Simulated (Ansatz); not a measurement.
Take SnO (space group P4/nmm, No. 129; layered, stacked along the Cartesian z axis) as the base.

```
CELL_PARAMETERS angstrom
      3.83709     0.00000     0.00000
      0.00000     3.83709     0.00000
      0.00000     0.00000     4.75881
ATOMIC_POSITIONS crystal
  Sn 0.50000 0.00000 0.75657
  Sn 0.00000 0.50000 0.24343
  O  0.50000 0.50000 0.00000
  O  0.00000 0.00000 0.00000
```

Cartesian axes are those of the cell as printed.

Computed with PBE-D3(BJ) (Ansatz, an electronic-structure program, PAW, no SOC).

Strains are applied to the cell and any free atomic positions relax.

One change was made to it. Results:

```json
[
 {"quantity": "energy relative to the base (free energy F)", "base": "0 meV/atom", "after": "+2.2 meV/atom"},
 {"quantity": "pressure (mean of the normal stresses, compression positive)", "base": "0.0 GPa", "after": "0.8 GPa"}
]
```

Problem. Name the change that was made.
A) uniaxial strain ε_zz = −1.80 %
B) uniaxial strain ε_zz = −1.20 %
C) uniaxial strain ε_zz = −0.60 %
D) uniaxial strain ε_zz = −3.00 %

Solution. D, uniaxial strain ε_zz = −3.00 %. For comparison, the energy relative to the base in the other runs: uniaxial strain ε_zz = −0.60 % gives +0.1 meV/atom; uniaxial strain ε_zz = −1.80 % gives +0.8 meV/atom; uniaxial strain ε_zz = −1.20 % gives +0.3 meV/atom.

Whether these cells are dynamically stable was not tested. The final runs are not spin-polarised.
